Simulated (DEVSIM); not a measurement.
Structure: Pt/La2O3/p-GaAs capacitor, at 300 K.

```csv
layer (left to right),material,thickness (nm),Na (cm⁻³)
1,La2O3,14.0,-
2,GaAs,8600,5.6e15
```

Metal gate on the left, work function 5.6 eV. Fixed charge at the semiconductor interface 0 cm⁻² (in units of +e); no interface traps.

The device is made up for the run: typed textbook-type constants, with dimensions and the other settings drawn at random. Values at 300 K.

```csv
parameter,La2O3,GaAs
gap (eV),5.8,1.424
affinity (eV),1.8,4.07
permittivity,27,12.9
Nc (cm⁻³),-,4.7e17
Nv (cm⁻³),-,9e18
```

Simulated with DEVSIM: 1D Poisson equation in equilibrium, Boltzmann statistics, complete ionisation; no quantum confinement or tunnelling. Metal contacts follow the ideal Schottky-Mott rule: no Fermi-level pinning, no interface dipoles.

Task: Tabulate band edges, carrier densities and field at 1.0 V on the gate.

Result: Energies count from the Fermi level of the right contact; mesh points crowd at the junctions.

| x (μm) | Ec (eV) | Ev (eV) | n (cm⁻³) | p (cm⁻³) | field (V/cm) |
|---|---|---|---|---|---|
| 0.000 | 2.800 | -3.000 | < 1e2 | < 1e2 | 15000 |
| 0.001595 | 2.802 | -2.998 | < 1e2 | < 1e2 | 15000 |
| 0.004831 | 2.807 | -2.993 | < 1e2 | < 1e2 | 15000 |
| 0.01005 | 2.815 | -2.985 | < 1e2 | < 1e2 | 15000 |
| 0.01346 | 2.821 | -2.979 | < 1e2 | < 1e2 | 15000 |
| 0.01470 | 0.554 | -0.870 | 2.3e8 | 22000 | 32000 |
| 0.01750 | 0.563 | -0.861 | 1.7e8 | 31000 | 32000 |
| 0.02861 | 0.598 | -0.826 | 4.3e7 | 120000 | 31000 |
| 0.05092 | 0.665 | -0.759 | 3200000 | 1600000 | 29000 |
| 0.1079 | 0.818 | -0.606 | 8400 | 6.0e8 | 25000 |
| 0.2502 | 1.091 | -0.333 | < 1e2 | 2.3e13 | 14000 |
| 0.7903 | 1.233 | -0.191 | < 1e2 | 5.6e15 | ≈ 0 |
| 1.954 | 1.233 | -0.191 | < 1e2 | 5.6e15 | ≈ 0 |
| 4.730 | 1.233 | -0.191 | < 1e2 | 5.6e15 | ≈ 0 |
| 7.429 | 1.233 | -0.191 | < 1e2 | 5.6e15 | ≈ 0 |
| 8.140 | 1.233 | -0.191 | < 1e2 | 5.6e15 | ≈ 0 |
| 8.425 | 1.233 | -0.191 | < 1e2 | 5.6e15 | ≈ 0 |
| 8.536 | 1.233 | -0.191 | < 1e2 | 5.6e15 | ≈ 0 |
| 8.592 | 1.233 | -0.191 | < 1e2 | 5.6e15 | ≈ 0 |
| 8.606 | 1.233 | -0.191 | < 1e2 | 5.6e15 | ≈ 0 |
| 8.611 | 1.233 | -0.191 | < 1e2 | 5.6e15 | ≈ 0 |
| 8.614 | 1.233 | -0.191 | < 1e2 | 5.6e15 | ≈ 0 |
